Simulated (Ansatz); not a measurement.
Given:

```
CELL_PARAMETERS angstrom
      0.00000     1.73380     1.73380
      1.73380     0.00000     1.73380
      1.73380     1.73380     0.00000
ATOMIC_POSITIONS crystal
  Ni 0.50000 0.50000 0.50000
```

Spin-polarised, with starting moments of sign Ni+.

All numbers come from r2SCAN+rVV10 (Ansatz, a first-principles code; PAW; 500 eV plane waves; no SOC), earlier PAW set. k-mesh 23×23×23 (Γ-centred); smearing 0.05 eV (Fermi–Dirac).

### Question
What is the computed space group?

### Answer
Fm-3m (No. 225).

### Question
Estimate the band gap.

### Answer
Zero.

### Question
What largest site moment does the calculation give?

### Answer
0.80 μB.

Other magnetic orders, which the real material may have, were not ruled out. Stability against distortions was not tested. The cell was made from As by this change: As → Ni.
